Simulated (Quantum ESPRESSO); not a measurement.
Input and output of a self-consistent single point for H4SO5 (P2_1/c, 40 atoms in the cell) (Quantum ESPRESSO).

Method: PBEsol, GBRV 1.5 ultrasoft (PBESOL) pseudopotentials (plane waves; Quantum ESPRESSO 7.5).

```yaml
crystal:
  lattice:
    - [7.10248, 0.00000, 0.00000]
    - [0.00000, 6.98004, 0.00000]
    - [-2.27922, 0.00000, 7.85536]
  atoms:
    - { symbol: S, position: [0.75032, 0.15816, 0.04183] }
    - { symbol: S, position: [0.24968, 0.65816, 0.45817] }
    - { symbol: S, position: [0.24968, 0.84184, 0.95817] }
    - { symbol: S, position: [0.75032, 0.34184, 0.54183] }
    - { symbol: O, position: [0.82689, 0.06899, 0.21041] }
    - { symbol: O, position: [0.17311, 0.56899, 0.28959] }
    - { symbol: O, position: [0.17311, 0.93101, 0.78959] }
    - { symbol: O, position: [0.82689, 0.43101, 0.71041] }
    - { symbol: O, position: [0.61382, 0.31432, 0.04153] }
    - { symbol: O, position: [0.38618, 0.81432, 0.45847] }
    - { symbol: O, position: [0.38618, 0.68568, 0.95847] }
    - { symbol: O, position: [0.61382, 0.18568, 0.54153] }
    - { symbol: O, position: [0.66823, 0.01651, 0.91126] }
    - { symbol: O, position: [0.33177, 0.51651, 0.58874] }
    - { symbol: O, position: [0.33177, 0.98349, 0.08874] }
    - { symbol: O, position: [0.66823, 0.48349, 0.41126] }
    - { symbol: O, position: [0.93770, 0.24719, 0.00759] }
    - { symbol: O, position: [0.06230, 0.74719, 0.49241] }
    - { symbol: O, position: [0.06230, 0.75281, 0.99241] }
    - { symbol: O, position: [0.93770, 0.25281, 0.50759] }
    - { symbol: O, position: [0.72575, 0.69970, 0.17478] }
    - { symbol: O, position: [0.27425, 0.19970, 0.32522] }
    - { symbol: O, position: [0.27425, 0.30030, 0.82522] }
    - { symbol: O, position: [0.72575, 0.80030, 0.67478] }
    - { symbol: H, position: [0.60830, 0.70740, 0.10530] }
    - { symbol: H, position: [0.39170, 0.20740, 0.39470] }
    - { symbol: H, position: [0.39170, 0.29260, 0.89470] }
    - { symbol: H, position: [0.60830, 0.79260, 0.60530] }
    - { symbol: H, position: [0.89750, 0.31440, 0.92200] }
    - { symbol: H, position: [0.10250, 0.81440, 0.57800] }
    - { symbol: H, position: [0.10250, 0.68560, 0.07800] }
    - { symbol: H, position: [0.89750, 0.18560, 0.42200] }
    - { symbol: H, position: [0.71240, 0.62540, 0.26630] }
    - { symbol: H, position: [0.28760, 0.12540, 0.23370] }
    - { symbol: H, position: [0.28760, 0.37460, 0.73370] }
    - { symbol: H, position: [0.71240, 0.87460, 0.76630] }
    - { symbol: H, position: [0.75620, 0.81790, 0.19270] }
    - { symbol: H, position: [0.24380, 0.31790, 0.30730] }
    - { symbol: H, position: [0.24380, 0.18210, 0.80730] }
    - { symbol: H, position: [0.75620, 0.68210, 0.69270] }
```

Reference input (self-consistent single point, DFT, PBEsol, plane waves, GBRV 1.5 ultrasoft (PBESOL) pseudopotentials): ecutwfc = 40 Ry; ecutrho = 200 Ry; occupations = smearing; smearing = marzari-vanderbilt; degauss = 0.0073499 Ry; potentials = {S: s_pbesol_v1.4.uspp.F.UPF, O: o_pbesol_v1.2.uspp.F.UPF, H: h_pbesol_v1.4.uspp.F.UPF}; K_POINTS = automatic 3 3 2 0 0 0; conv_thr = 1e-10 Ry; mixing_beta = 0.3. This run's input differs from it in these lines:

```diff
@@ -72,3 +72,3 @@
 K_POINTS automatic
-3 3 2  0 0 0
+3 3 3  1 1 1
```

Log, with long lists cut:

```
     Self-consistent Calculation

     iteration #  1     ecut=    40.00 Ry     beta= 0.30

     total energy              =    -757.80995242 Ry
     estimated scf accuracy    <       6.80779769 Ry

     iteration #  2     ecut=    40.00 Ry     beta= 0.30

     total energy              =    -758.61387535 Ry
     estimated scf accuracy    <       0.59257915 Ry

     iteration #  3     ecut=    40.00 Ry     beta= 0.30

     total energy              =    -758.68890074 Ry
     estimated scf accuracy    <       0.13491104 Ry

   [... 9 blocks of this kind left out ...]

     iteration # 13     ecut=    40.00 Ry     beta= 0.30

     total energy              =    -758.70040785 Ry
     estimated scf accuracy    <          2.7E-10 Ry

     iteration # 14     ecut=    40.00 Ry     beta= 0.30
     End of self-consistent calculation

     the Fermi energy is     2.5373 ev

!    total energy              =    -758.70040793 Ry
     estimated scf accuracy    <          4.9E-11 Ry
     smearing contrib. (-TS)   =       0.00000000 Ry
     internal energy E=F+TS    =    -758.70040793 Ry

     convergence has been achieved in  14 iterations

     Forces acting on atoms (cartesian axes, Ry/au):

     atom    1 type  1   force =    -0.03755330   -0.02329494    0.05800739
     atom    2 type  1   force =     0.03755330   -0.02329494   -0.05800739
     atom    3 type  1   force =     0.03755330    0.02329494   -0.05800739
     atom    4 type  1   force =    -0.03755330    0.02329494    0.05800739
     atom    5 type  2   force =     0.00120862   -0.00748978   -0.00590492
   [... 31 lines left out ...]
   [... lines left out ...]

     Total force =     2.330048     Total SCF correction =     0.000026

          total   stress  (Ry/bohr**3)                   (kbar)     P=      222.58
   0.00090896   0.00000000   0.00055393          133.71        0.00       81.49
   0.00000000   0.00178000   0.00000000            0.00      261.85        0.00
   0.00055393   0.00000000   0.00185018           81.49        0.00      272.17

   JOB DONE.
```

The run converged in 14 iterations. Against the reference run the free energy hardly moves (within 1 meV/atom), the pressure stays at 22.26 GPa, the largest force stays at 15.902 eV/Å and the gap on the mesh goes from 5.741 to 6.086 eV.

The starting cell comes from a database of published, mostly measured structures (it also holds non-ambient and calculated ones), without a prior relaxation at this level. Its lattice was rescaled by a random factor within 2.5 % of one. Forces in this geometry exceed 1 eV/Å. Another mesh or the band path of this cell gives a smaller gap, so this value is not converged in the mesh.

Cost on one core of a shared machine: roughly 4 min.
